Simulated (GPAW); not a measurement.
**Worked example: self-consistent single point of TiFeH2 (Pmc2_1, 8 atoms in the cell) in GPAW**

Computed with PBEsol, GPAW PAW datasets PBEsol (made by gpaw-setup) (plane waves; GPAW).

The input file:

```python
from ase import Atoms
from ase.units import GPa
from gpaw import GPAW

atoms = Atoms(['Ti', 'Ti', 'Fe', 'Fe', 'H', 'H', 'H', 'H'],
              cell=[[2.814315, 0.000000, 0.000000],
                    [0.000000, 4.748400, 0.000000],
                    [0.000000, 0.000000, 4.564576]],
              scaled_positions=[[0.500000, 0.299820, 0.289940],
                                [0.500000, 0.700180, 0.789940],
                                [0.000000, 0.187030, 0.789680],
                                [0.000000, 0.812970, 0.289680],
                                [0.500000, 0.932460, 0.449520],
                                [0.500000, 0.067540, 0.949520],
                                [0.000000, 0.478560, 0.552850],
                                [0.000000, 0.521440, 0.052850]],
              pbc=True)

calc = GPAW(mode={'name': 'pw', 'ecut': 850},
            xc='PBEsol',
            kpts={'size': (8, 5, 5), 'gamma': True},
            occupations={'name': 'fermi-dirac', 'width': 0.136},
            nbands=-12,
            convergence={'density': 1e-05},
            symmetry={'symmorphic': False, 'tolerance': 0.0005},
            maxiter=150,
            txt='-')

atoms.calc = calc

energy = atoms.get_potential_energy()
print('Energy (eV):', round(energy, 6))
forces = atoms.get_forces()
print('Forces (eV/Ang):')
print(forces.round(5))
stress = atoms.get_stress()
print('Stress (GPa, Voigt):', (stress / GPa).round(4))
```

Output, abridged:

```
Input parameters:
  convergence: {density: 1e-05}
  kpts: {gamma: True,
         size: (8, 5, 5)}
  maxiter: 150
  mode: {ecut: 850,
         name: pw}
  nbands: -12
  occupations: {name: fermi-dirac,
                width: 0.136}
  symmetry: {symmorphic: False,
             tolerance: 0.0005}
  xc: PBEsol

species:
  Ti:
    name: Titanium
    Z: 22.0
    valence: 12
    core: 10
    charge: 0.0
    file: Ti.PBEsol.gz

    # Using partial waves for Ti as LCAO basis

  Fe:
    name: Iron
    Z: 26.0
    valence: 8
    core: 18
    charge: 0.0
    file: Fe.PBEsol.gz

    # Using partial waves for Fe as LCAO basis

  H:
    name: Hydrogen
    Z: 1.0
    valence: 1
    core: 0
    charge: 0.0
    file: H.PBEsol.gz

    # Using partial waves for H as LCAO basis

Reference energy: -115618.772147  # eV

Spin-paired calculation

Convergence criteria:
 Maximum [total energy] change in last 3 cyles: 0.0005 eV / valence electron
 Maximum integral of absolute [dens]ity change: 1e-05 electrons / valence electron
 Maximum integral of absolute [eigenst]ate change: 4e-08 eV^2 / valence electron
 Maximum number of scf [iter]ations: 150

Symmetries present (total): 4
Symmetries with fractional translations: 2
200 k-points: 8 x 5 x 5 Monkhorst-Pack grid + [1/16,0.000000,0.000000]
45 k-points in the irreducible part of the Brillouin zone
       k-points in crystal coordinates                weights
   0:     0.00000000    0.00000000    0.00000000          1/200
   1:     0.00000000    0.00000000    0.20000000          2/200
   2:     0.00000000    0.00000000    0.40000000          2/200
   [... 7 lines left out ...]
          ...
  44:     0.50000000    0.40000000    0.40000000          4/200

Wave functions: Plane wave expansion
  Cutoff energy: 850.000 eV
  Number of coefficients (min, max): 3417, 3454
  Pulay-stress correction: 0.000000 eV/Ang^3 (de/decut=0.000000)

Occupation numbers: Fermi-Dirac:
  width: 0.1360  # eV

Eigensolver

Densities:
  Coarse grid: 20*32*32 grid
  Fine grid: 40*64*64 grid
  Total Charge: 0.000000

Density mixing:
  Method: separate
  Backend: pulay
  Linear mixing parameter: 0.05
  old densities: 5
  Damping of long wavelength oscillations: 50

Hamiltonian:
  XC and Coulomb potentials evaluated on a 40*64*64 grid
  External potential:
    NoExternalPotential

XC parameters: PBEsol with 2 nearest neighbor stencil

Number of atoms: 8
Number of atomic orbitals: 48
Number of bands in calculation: 34
Number of valence electrons: 44
Bands to converge: occupied

Density initialized from atomic densities
  34 bands from LCAO basis set

Atomic positions and initial magnetic moments

Positions:
   0 Ti     1.407158    1.423665    1.323453    ( 0.0000,  0.0000,  0.0000)
   1 Ti     1.407158    3.324735    3.605741    ( 0.0000,  0.0000,  0.0000)
   2 Fe     0.000000    0.888093    3.604554    ( 0.0000,  0.0000,  0.0000)
   3 Fe     0.000000    3.860307    1.322266    ( 0.0000,  0.0000,  0.0000)
   4 H      1.407158    4.427693    2.051868    ( 0.0000,  0.0000,  0.0000)
   5 H      1.407158    0.320707    4.334156    ( 0.0000,  0.0000,  0.0000)
   6 H      0.000000    2.272394    2.523526    ( 0.0000,  0.0000,  0.0000)
   7 H      0.000000    2.476006    0.241238    ( 0.0000,  0.0000,  0.0000)

Unit cell:
           periodic     x           y           z      points  spacing
  1. axis:    yes    2.814315    0.000000    0.000000    20     0.1407
  2. axis:    yes    0.000000    4.748400    0.000000    32     0.1484
  3. axis:    yes    0.000000    0.000000    4.564576    32     0.1426

  Lengths:   2.814315   4.748400   4.564576
  Angles:   90.000000  90.000000  90.000000

Effective grid spacing dv^(1/3) = 0.1439

     iter     time        total  log10-change:
                         energy   eigst   dens
iter:   1 --:--:--   -52.284095
iter:   2 --:--:--   -51.202356   -0.71  -1.18
iter:   3 --:--:--   -50.718763   -1.56  -1.27
iter:   4 --:--:--   -50.038093   -0.48  -1.35
iter:   5 --:--:--   -50.199251   -1.20  -1.75
iter:   6 --:--:--   -49.974108   -1.63  -1.78
iter:   7 --:--:--   -50.001948   -1.82  -2.05
iter:   8 --:--:--   -49.993084   -2.57  -2.38
iter:   9 --:--:--   -49.992487c  -3.34  -2.49
iter:  10 --:--:--   -49.995881c  -2.82  -2.55
iter:  11 --:--:--   -49.994358c  -4.03  -2.91
iter:  12 --:--:--   -49.994201c  -4.84  -2.97
iter:  13 --:--:--   -49.994135c  -4.13  -3.00
iter:  14 --:--:--   -49.993577c  -4.11  -3.26
   [... 4 lines left out ...]
iter:  19 --:--:--   -49.993547c  -5.86  -3.83
iter:  20 --:--:--   -49.993506c  -6.05  -3.86
iter:  21 --:--:--   -49.993487c  -6.22  -4.02
iter:  22 --:--:--   -49.993511c  -6.43  -4.19
iter:  23 --:--:--   -49.993522c  -6.98  -4.32
iter:  24 --:--:--   -49.993524c  -7.73c -4.51
iter:  25 --:--:--   -49.993524c  -7.94c -4.56
iter:  26 --:--:--   -49.993534c  -7.17  -4.56
iter:  27 --:--:--   -49.993536c  -8.08c -4.81
iter:  28 --:--:--   -49.993536c  -8.33c -4.86
iter:  29 --:--:--   -49.993536c  -8.86c -4.93
iter:  30 --:--:--   -49.993540c  -8.12c -5.00
iter:  31 --:--:--   -49.993541c  -8.44c -5.32c

Converged after 31 iterations.

Dipole moment: (-0.000000, 0.000000, 2.294503) |e|*Ang

Energy contributions relative to reference atoms: (reference = -115618.772147)

Kinetic:        +32.308167
Potential:      -31.237410
External:        +0.000000
XC:             -51.141734
Entropy (-ST):   -0.307993
Local:           +0.231433
SIC:             +0.000000
--------------------------
Free energy:    -50.147538
Extrapolated:   -49.993541

Showing only first 2 kpts
 Kpt  Band  Eigenvalues  Occupancy
  0    20      8.87508    1.97773
  0    21      8.96567    1.95710
  0    22      9.60760    0.57822
  0    23      9.78801    0.19484

  1    20      8.93340    1.96601
  1    21      9.05897    1.91658
  1    22      9.51905    0.87634
  1    23      9.60862    0.57513

Fermi level: 9.48524

No gap
No difference between direct/indirect transitions
Energy (eV): -49.993541

Forces in eV/Ang:
  0 Ti    0.00000   -0.01772    0.03652
  1 Ti    0.00000    0.01772    0.03652
  2 Fe    0.00000   -0.01205   -0.01252
  3 Fe    0.00000    0.01205   -0.01252
  4 H     0.00000   -0.06270   -0.00829
  5 H     0.00000    0.06270   -0.00829
  6 H     0.00000    0.08561   -0.01531
  7 H     0.00000   -0.08561   -0.01531

Stress tensor:
     0.037135     0.000000     0.000000
     0.000000     0.039241     0.000000
     0.000000     0.000000     0.037374
Stress (GPa, Voigt): [5.9497 6.2872 5.988  0.     0.     0.    ]
```

The run converged in 31 iterations. GPAW prints stress with tension positive.

The starting cell comes from a database of computed structures (which also holds hypothetical and non-ambient phases and stackings), without a prior relaxation at this level. Its lattice was rescaled by a random factor within 2.5 % of one. Spin polarisation is off. With a pressure of about -6 GPa the cell is away from its equilibrium volume at this level.

Cost on one core of a shared machine: roughly 5 min.
